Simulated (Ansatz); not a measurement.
System: interstitial Ti in monoclinic ZrO2 (charge state +4). All values below come from PBE, PAW (plane waves to 420 eV; Ansatz, a quantum-chemistry and plane-wave program).

Settings: 96 host sites, the relaxed PBE lattice, the Γ point alone, smearing 0.01 eV, spin-restricted, no image-charge correction. Static, classical nuclei. The charge state is imposed; whether it is stable for some Fermi level was not computed. Sites that were not tried may lie lower.

Barriers: single points on a 2×2×2 k-point mesh shifted by half a step at the bands' geometries.

The step: a concerted move, in which Ti travels most; the atom moves 3.41 Å along (0.00, 0.40, 0.50) of the unit cell; the moving atom starts with neighbours O at 1.84, O at 1.87, 2 O at 1.91, O at 1.97 Å and ends with O at 1.84, O at 1.87, 2 O at 1.91, O at 1.97 Å.

**Question.** What migration barrier of this step does PBE, PAW give?

**Answer.** 2.78 eV, the same both ways. At the saddle the moving atom has neighbours O at 1.74, O at 1.80, O at 1.81, O at 1.82 Å. The program found a first-order saddle point.
